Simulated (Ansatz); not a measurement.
An Ansatz (a first-principles code) input for Cu2SnZnS4 (kesterite start, 16-atom cell) (held in this type by symmetry, stable or not):

Ansatz 0.2 input:
```yaml
crystal:
  lattice:
    - [5.47, 0.0, 0.0]
    - [0.0, 5.47, 0.0]
    - [0.0, 0.0, 10.93]
  atoms:
    - { symbol: Cu, position: [0.0, 0.0, 0.0] }
    - { symbol: Cu, position: [0.5, 0.5, 0.5] }
    - { symbol: Cu, position: [0.0, 0.5, 0.25] }
    - { symbol: Cu, position: [0.5, 0.0, 0.75] }
    - { symbol: Zn, position: [0.5, 0.0, 0.25] }
    - { symbol: Zn, position: [0.0, 0.5, 0.75] }
    - { symbol: Sn, position: [0.0, 0.0, 0.5] }
    - { symbol: Sn, position: [0.5, 0.5, 0.0] }
    - { symbol: S, position: [0.243, 0.756, 0.128] }
    - { symbol: S, position: [0.743, 0.256, 0.628] }
    - { symbol: S, position: [0.256, 0.257, 0.372] }
    - { symbol: S, position: [0.756, 0.757, 0.872] }
    - { symbol: S, position: [0.257, 0.744, 0.628] }
    - { symbol: S, position: [0.757, 0.244, 0.128] }
    - { symbol: S, position: [0.244, 0.243, 0.872] }
    - { symbol: S, position: [0.744, 0.743, 0.372] }
basis:
  ecutwfc: 420
  ecutrho_ratio: 4
  xc_grid: 2
kpoints:
  mp_grid: { grid: [4, 4, 2] }
hamiltonian:
  xc: pbe
  dispersion: none
  pseudopotentials: { kind: paw }
scf:
  n_extra_bands: 15
  occupations: { method: fermi_dirac, width: 0.01 }
output:
  forces: true
  stress: true
  eigenstates:
    kpoints:
      - [0.0, 0.0, 0.0]
      - [0.0, -0.5, -0.5]
      - [-0.5, 0.0, -0.5]
      - [-0.5, -0.5, 0.0]
    e_range: [-4.0, 6.0]
    localisation: true
relax:
  f_tol: 0.03
  max_steps: 90
  cell: { stress_tol: 0.15 }
```

Computed with PBE (plane waves to 420 eV, PAW; Ansatz). Scalar-relativistic, without spin–orbit coupling. Its k-point mesh 4×4×2, Fermi–Dirac width 0.01 eV.

Write the closing report of this run, without the band table and long remarks, to eight decimals at most.


```
SCF converged after 5 iterations
Free energy (F): -52411.086289 eV
Harris-Foulkes:  -52411.086289 eV  (|F-HF|=4.95e-10)
Internal energy: -52411.085929 eV  (E = F + TS)
E sigma→0 (E₀):  -52411.086109 eV
Entropy (-TS):   -0.000360 eV (-0.022 meV/atom)
Fermi energy:    7.875347 eV
--- Per-component energies (eV) ---
  E_band       = -2237.325071
  E_kinetic    = 2688.280861
  E_local      = -30123.321902  (includes V_loc(G=0)·N_el)
  E_nonlocal   = 2982.961738
  E_hartree    = 13535.970029
  E_xc         = -2166.699060
  E_vxc        = -1447.986738  (∫ρ·V_xc dr)
  E_paw        = -23415.163326  (= ΣΔE_a)
  E_vpaw       = -3409.201949  (= ΣTr[D̂ρ^β])
  E_aug_tail   = 0.000386  (compensation charges beyond the density's cutoff)
  E_ewald      = -15913.114654
  E_smearing   = -0.000360  (= −TS)
  E_closure    = 0.000000  (closes the sum)
  Σ components = -52411.086289   (vs F -52411.086289, Δ=0.00e0)
--- Forces (eV/Å), atoms counted from 1 ---
  atom   1  Cu    0.00000000    0.00000000     0.00000000
  atom   2  Cu    0.00000000    0.00000000     0.00000000
  atom   3  Cu    0.00000000    0.00000000     0.00000000
  atom   4  Cu    0.00000000    0.00000000     0.00000000
  atom   5  Zn    0.00000000    0.00000000     0.00000000
  atom   6  Zn    0.00000000    0.00000000     0.00000000
  atom   7  Sn    0.00000000    0.00000000     0.00000000
  atom   8  Sn    0.00000000    0.00000000     0.00000000
  atom   9  S     -0.00334473    -0.00458825    -0.00282150
  atom  10  S     -0.00334473    -0.00458825    -0.00282150
  atom  11  S     -0.00458825     0.00334473     0.00282150
  atom  12  S     -0.00458825     0.00334473     0.00282150
  atom  13  S      0.00334473     0.00458825    -0.00282150
  atom  14  S      0.00334473     0.00458825    -0.00282150
  atom  15  S      0.00458825    -0.00334473     0.00282150
  atom  16  S      0.00458825    -0.00334473     0.00282150
  max |Σ_I F_I| component: 1.53e-16 eV/Å
--- Stress (GPa, compression-positive) ---
        0.064597       0.000000      0.000000
       0.000000       0.064597       0.000000
       0.000000       0.000000       0.135352
  P = ⅓ Tr σ = 0.0882 GPa (0.882 kbar)
--- Relaxed structure (3 steps of the walk, 3 accepted, 1 SCFs on fresh bases) ---
  F+E_penalty+E_count = -52411.08628884 eV   max|allowed force component| = 4.588e-3 eV/Å   (the final SCF, on the basis selected at the relaxed cell)
  cell:  # Å, volume = 326.4647 Å³
    - [5.46915559, 0.0, 0.0]
    - [0.0, 5.46915559, 0.0]
    - [0.0, 0.0, 10.91429599]
  atoms:
    - { symbol: Cu, position: [0.0, 0.0, 0.0] }
    - { symbol: Cu, position: [0.5, 0.5, 0.5] }
    - { symbol: Cu, position: [0.0, 0.5, 0.25] }
    - { symbol: Cu, position: [0.5, 0.0, 0.75000000] }
    - { symbol: Zn, position: [0.5, 0.0, 0.25] }
    - { symbol: Zn, position: [0.0, 0.5, 0.75000000] }
    - { symbol: Sn, position: [0.0, 0.0, 0.5] }
    - { symbol: Sn, position: [0.5, 0.5, 0.0] }
    - { symbol: S, position: [0.23398874, 0.75835110, 0.12941103] }
    - { symbol: S, position: [0.73398874, 0.25835110, 0.62941103] }
    - { symbol: S, position: [0.25835110, 0.26601126, 0.37058897] }
    - { symbol: S, position: [0.75835110, 0.76601126, 0.87058897] }
    - { symbol: S, position: [0.26601126, 0.74164890, 0.62941103] }
    - { symbol: S, position: [0.76601126, 0.24164890, 0.12941103] }
    - { symbol: S, position: [0.24164890, 0.23398874, 0.87058897] }
    - { symbol: S, position: [0.74164890, 0.73398874, 0.37058897] }
```

Cost: roughly 2.9 core-minutes.
